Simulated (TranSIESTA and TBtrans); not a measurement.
Run with TranSIESTA and TBtrans (open boundaries, self-consistent; PseudoDojo norm-conserving potentials, scalar-relativistic): PAO.BasisSize DZP, PAO.EnergyShift 0.15 eV, XC.Authors PBE, Mesh.Cutoff 200 Ry, ElectronicTemperature 300 K, TS.Voltage 0.0 eV, TBT.Elecs.Eta 0.001 eV, no spin polarisation.

Device: Sn chain bridged by a linear C2 unit along the axis. Leads: straight Sn chain, spacing 2.75 Å. Geometry: 4 atoms about the centre moved by SIESTA (PBE, DZP) to a largest force of 0.04 eV/Å, all others as built, motion along the axis alone.

Q: Predict: conductance at 300 K (G0 = 2e²/h); mean T from −0.5 to 0.5 eV.

A: conductance at 300 K (G0 = 2e²/h): 1.79; mean T from −0.5 to 0.5 eV: 1.69. The straight chain is held at its spacing; free chains may zigzag or dimerise. No spin-polarised start was tried, so a magnetic state, if there is one, is missed.
